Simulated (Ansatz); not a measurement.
Consider interstitial P in silicon, charge state +1. The step: a direct jump of one P atom; the atom moves 1.93 Å along (0.00, -0.25, 0.25) of the unit cell; the moving atom starts with neighbours 6 Si at 2.39 Å and ends with 6 Si at 2.39 Å. A PBE band in Ansatz (plane-wave PAW, a 2×2×2 k-point mesh shifted by half a step, 64 host sites, 42 SCF runs with any check of the saddle's order, static, no finite-size correction) gives a forward barrier of 0.72 eV. The saddle point's order was not checked, and it lies on a symmetry element of the cell, where a band can be held. The charge state is imposed; whether it is stable for some Fermi level was not computed. Sites that were not tried may lie lower.

Single points at the band's start and saddle point can refine it. Rough cost of one point, in units of the band's mean SCF on the same machine:

```csv
Level,Cost of one point
"PBE, a 3×3×3 k-point mesh shifted by half a step",about 4
"r2SCAN at 500 eV, a 2×2×2 k-point mesh shifted by half a step",about 2
```

Task: Which of these move the barrier by more than 0.1 eV, and how far does each move it?

Result: Not one does. PBE, a 3×3×3 k-point mesh shifted by half a step: +0.01 eV; r2SCAN at 500 eV, a 2×2×2 k-point mesh shifted by half a step: +0.05 eV. Each functional is compared with PBE at the same k-points.

Ansatz is an electronic-structure program.
